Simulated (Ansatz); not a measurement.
**Ge: response to strain**

Start from Ge in the diamond structure (space group Fd-3m, No. 227; a = 5.6744 Å). Axes: x, y, z lie along the cube axes.

Strains are applied to the cell and any free atomic positions relax.

Method: r2SCAN (Ansatz, a program for electronic structure, PAW, no spin-orbit coupling).

Candidates:
(a) uniaxial strain ε_zz = +1.00 %
(b) uniaxial strain ε_zz = +2.00 %
(c) uniaxial strain ε_zz = +0.50 %
(d) uniaxial strain ε_zz = +1.50 %
(e) uniaxial strain ε_zz = +2.50 %

For the base:

```
Quantity   Result
--------  -------
Band gap  0.36 eV
```

Q: Order them by band gap, highest first.

A: (c) uniaxial strain ε_zz = +0.50 % (0.30 eV), (a) uniaxial strain ε_zz = +1.00 % (0.23 eV), (d) uniaxial strain ε_zz = +1.50 % (0.17 eV), (b) uniaxial strain ε_zz = +2.00 % (0.11 eV), (e) uniaxial strain ε_zz = +2.50 % (zero)

Stability against distortions was not tested. Gaps under 0.05 eV, about the width of the smearing, are given as zero. The zero or small gap of Ge under uniaxial strain ε_zz = +1.00 %, Ge under uniaxial strain ε_zz = +2.00 %, Ge under uniaxial strain ε_zz = +0.50 % and Ge under uniaxial strain ε_zz = +1.50 % can change with the level of theory.
